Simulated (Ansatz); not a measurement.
Functionals compared on a constructed model of the (000-1) surface of wurtzite ZnO, O-terminated, 2x2 O adatom at T1 (bottom of the slab: 2 H on 4 bottom sites), in Ansatz (plane waves, PAW). The structure was relaxed with PBE; the other rows are single points on it. Cutoff 420 eV (500 eV for r2SCAN).

Slab: 43 atoms, 14.2 Å thick at the start with caps and adatoms; k 4x4x1, smearing 0.025 eV, dipole-corrected; 8 atoms held, the rest relaxed; held to the start's symmetry, so lower structures may exist; no spin (in PBE a spin-polarised start ends 0.43 eV a cell lower), no spin-orbit, no U. The slab shows no gap over 0.04 eV on its mesh. In PBE it lies 0.11 eV a 1x1 cell over the lowest computed structure of the same composition (2x2 O adatom at T1, spin-polarised start). These notes are the PBE run's.

| functional | work function of the top face (eV) | rough cost of the single point |
|---|---|---|
| PBE | 7.14 | – |
| r2SCAN | (withheld) | roughly 4 core-minutes |

**Question.** Fill in the missing entries.

**Answer.** 
- r2SCAN, work function of the top face (eV): 7.45

Ansatz is a program for electronic structure.
